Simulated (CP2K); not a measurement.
# CP2K run on Li (Im-3m, 1 atom in the cell): self-consistent single point

Level of theory: PBE, GPW, DZVP-MOLOPT-SR-GTH basis, GTH-PBE potentials (GTH_POTENTIALS) run with CP2K 2026.2.

Input as run:

```
&GLOBAL
  PROJECT calc
  RUN_TYPE ENERGY_FORCE
  PRINT_LEVEL MEDIUM
&END GLOBAL
&FORCE_EVAL
  METHOD Quickstep
  STRESS_TENSOR ANALYTICAL
  &DFT
    BASIS_SET_FILE_NAME BASIS_MOLOPT
    POTENTIAL_FILE_NAME GTH_POTENTIALS
    &QS
      METHOD GPW
      EPS_DEFAULT 1E-11
    &END QS
    &MGRID
      CUTOFF 400
      REL_CUTOFF 50
      NGRIDS 4
    &END MGRID
    &SCF
      SCF_GUESS ATOMIC
      EPS_SCF 1E-7
      MAX_SCF 100
      ADDED_MOS 4
      &DIAGONALIZATION
        ALGORITHM STANDARD
      &END DIAGONALIZATION
      &MIXING
        METHOD BROYDEN_MIXING
        ALPHA 0.2
        NBUFFER 12
        BETA 1
      &END MIXING
      &SMEAR ON
        METHOD MARZARI_VANDERBILT
        SIGMA [eV] 0.272
      &END SMEAR
    &END SCF
    &KPOINTS
      SCHEME MONKHORST-PACK 11 11 11
    &END KPOINTS
    &XC
      &XC_FUNCTIONAL PBE
      &END XC_FUNCTIONAL
    &END XC
    &PRINT
      &MO
        EIGENVALUES T
        OCCUPATION_NUMBERS T
        NDIGITS 8
        FILENAME mo
        &EACH
          QS_SCF 0
        &END EACH
        ADD_LAST NUMERIC
      &END MO
      &MULLIKEN ON
      &END MULLIKEN
    &END PRINT
  &END DFT
  &SUBSYS
    &CELL
      ABC 3.00950600 3.00950567 3.00950594
      ALPHA_BETA_GAMMA 109.47121937 109.47122775 109.47122958
      PERIODIC XYZ
    &END CELL
    &COORD
      Li       0.00000000     0.00000000     0.00000000
    &END COORD
    &KIND Li
      BASIS_SET DZVP-MOLOPT-SR-GTH-q3
      POTENTIAL GTH-PBE-q3
    &END KIND
  &END SUBSYS
  &PRINT
    &FORCES ON
    &END FORCES
    &STRESS_TENSOR ON
    &END STRESS_TENSOR
  &END PRINT
&END FORCE_EVAL
```

Log, with long lists cut:

```
 GLOBAL| Method name                                                        CP2K
 GLOBAL| Project name                                                       calc
 GLOBAL| Run type                                                   ENERGY_FORCE

 CELL| Volume [angstrom^3]:                                            20.982808
 CELL| Vector a [angstrom]:       3.010     0.000     0.000   |a| =     3.009506
 CELL| Vector b [angstrom]:      -1.003     2.837     0.000   |b| =     3.009506
 CELL| Vector c [angstrom]:      -1.003    -1.419     2.457   |c| =     3.009506
 CELL| Angle (b,c), alpha [degree]:                                   109.471219
 CELL| Angle (a,c), beta  [degree]:                                   109.471228
 CELL| Angle (a,b), gamma [degree]:                                   109.471230
 CELL| Numerically orthorhombic:                                              NO
 CELL| Periodicity                                                           XYZ

 DFT| Spin restricted Kohn-Sham (RKS) calculation                            RKS
 DFT| Multiplicity                                                             2
 DFT| Number of spin states                                                    1
 DFT| Charge                                                                   0
 DFT| XC density smoothing                                                  NONE
 DFT| XC derivatives                                                          PW

 QS| Method:                                                                 GPW
 QS| Density plane wave grid type                        NON-SPHERICAL FULLSPACE
 QS| Number of grid levels:                                                    4
 QS| Density cutoff [a.u.]:                                                200.0
 QS| Multi grid cutoff [a.u.]: 1) grid level                               200.0
   [... lines left out ...]
 BRILLOUIN| Wavefunction type                                            COMPLEX
 BRILLOUIN| List of Kpoints [2 Pi/Bohr]                                      666
 BRILLOUIN| Number           Weight            X              Y              Z
 BRILLOUIN|     1           0.00150       -0.45455       -0.45455       -0.45455
 BRILLOUIN|     2           0.00150       -0.45455       -0.45455       -0.36364
 BRILLOUIN|     3           0.00150       -0.45455       -0.45455       -0.27273
   [... 663 lines left out ...]
 *******************************************************************************

 Extrapolation method: initial_guess

 Re-scaling the density matrix to get the right number of electrons
                  # Electrons              Trace(P)               Scaling factor
                            3                 3.000                        1.000

 Number of electrons:                                                          3
 Number of occupied orbitals:                                                  2
 Number of molecular orbitals:                                                 6

 Number of orbital functions:                                                  6
 Number of independent orbital functions:                                      6
 SCF WAVEFUNCTION OPTIMIZATION

  Step     Update method      Time    Convergence         Total energy    Change
     1 NoMix/Diag. 0.20E+00      -     0.35611424        -7.5135868115 -7.51E+00
     2 Broy./Diag. 0.20E+00      -     0.00042664        -7.4746255387  3.90E-02
     3 Broy./Diag. 0.20E+00      -     0.00210522        -7.4716493491  2.98E-03
     4 Broy./Diag. 0.20E+00      -     0.00073250        -7.4712961238  3.53E-04
     5 Broy./Diag. 0.20E+00      -     0.00139842        -7.4708078560  4.88E-04
     6 Broy./Diag. 0.20E+00      -     0.00001011        -7.4707478592  6.00E-05
     7 Broy./Diag. 0.20E+00      -     0.00001464        -7.4707240967  2.38E-05
     8 Broy./Diag. 0.20E+00      -     0.00000048        -7.4707230153  1.08E-06
     9 Broy./Diag. 0.20E+00      -     0.00000180        -7.4707216432  1.37E-06
    10 Broy./Diag. 0.20E+00      -     0.00000006        -7.4707215639  7.93E-08
  *** SCF run converged in    10 steps ***

  Electronic density on regular grids:         -3.0000000000        0.0000000000
  Core density on regular grids:                2.9999999999       -0.0000000001
  Total charge density on r-space grids:       -0.0000000000
  Total charge density g-space grids:          -0.0000000000

  Overlap energy of the core charge distribution:               0.00000000000000
  Self energy of the core charge distribution:                 -6.34713281491226
  Core Hamiltonian energy:                                      0.30725768193445
  Hartree energy:                                               0.39596889219677
  Exchange-correlation energy:                                 -1.82682312729610
  Smearing free energy correction:                              0.00000780416547
  Fermi energy:                                                 0.01140179786646

  Total energy:                                                -7.47072156391333

                     Mulliken Population Analysis

 #  Atom  Element  Kind  Atomic population                           Net charge
       1     Li       1          3.000000                             -0.000000
 # Total charge                              3.000000                 -0.000000

 ENERGY| Total FORCE_EVAL ( QS ) energy [hartree]             -7.470721715475451

 FORCES| Atomic forces [hartree/bohr]
 FORCES|   Atom     x               y               z               |f|
 FORCES|      1 -1.49352339E-15 -4.81152388E-16 -2.30962552E-16   1.58602126E-15
 FORCES| Sum    -1.49352339E-15 -4.81152388E-16 -2.30962552E-16
 FORCES| Total atomic force                                       1.58602126E-15

 STRESS| Analytical stress tensor [bar]
 STRESS|                        x                   y                   z
 STRESS|      x       -2.77777618952E+01  -4.67030104982E-01  -7.96960795682E-01
 STRESS|      y       -4.67030104982E-01  -2.80726280929E+01  -1.12997267662E+00
 STRESS|      z       -7.96960795682E-01  -1.12997267662E+00  -2.94062348740E+01
 STRESS| 1/3 Trace                                            -2.84188749540E+01
```

The run converged in 10 iterations.

The starting cell comes from a database of computed structures (which also holds hypothetical and non-ambient phases and stackings), without a prior relaxation at this level. Its lattice was rescaled by a random factor within 2.5 % of one. Values carry the incompleteness of an atom-centred basis.

Cost on one core of a shared machine: roughly 70 s.
